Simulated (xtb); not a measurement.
xtb 6.7.1, GFN2-xTB: W(S)(OH)3(NMe2) (C[N](C)[W]([OH])([OH])([OH])=[S]), 17 atoms. The geometry is a generated start, not checked to be a minimum at this level.

- method: GFN2-xTB
- --acc: 1 (default)
- --etemp (K): 300 (default)
- detailed input (--input): none: ANC optimiser, Lindh (1995) Hessian, microcycle=20, maxdispl=1.0, hlow=0.01 (default)
- basis functions: 53
- valence electrons: 52

```xyz
17

W     -0.3968    -0.7010     0.9502
S      0.9461    -2.4184     1.2901
O      0.3346     0.5364     2.1403
H      0.9229     1.0155     2.7378
O     -1.8720    -0.7684     2.1661
H     -2.0540    -0.5223     3.0805
O     -1.5908    -1.4615    -0.2517
H     -2.3047    -2.0662    -0.4889
N      0.4167     0.2998    -0.5405
C      0.5877     1.7392    -0.6904
C      0.7151    -0.3713    -1.8047
H      1.6164     1.9823    -0.9987
H     -0.0928     2.1473    -1.4550
H      0.3809     2.2360     0.2656
H      0.0359    -0.0331    -2.6042
H      1.7452    -0.1556    -2.1240
H      0.6095    -1.4587    -1.6725
```

Charge 0 and multiplicity 1 are set for this test and not shown to be the ground state.

The structure is relaxed from this start with --opt LEVEL for the levels crude, sloppy, loose, lax, normal, tight, vtight, extreme, once each. Up to the end of the extreme run atoms move by at most 0.14 Å along an axis.

**Question.** Which level is enough to come within 1 meV of the tightest end point?

**Answer.** normal: 7 cycles against 27, ending 0.68 meV above.

```
level    cycles  energy above the extreme run (meV)  gradient norm (eV/Å)
-------  ------  ----------------------------------  --------------------
crude         1                                 2.0                  0.10
sloppy        1                                 2.0                  0.10
loose         1                                 2.0                  0.10
lax           1                                 2.0                  0.10
normal        7                                0.68                 0.032
tight        15                               0.059                0.0092
vtight       21                          under 0.01                0.0035
extreme      27                                   —                0.0022
```
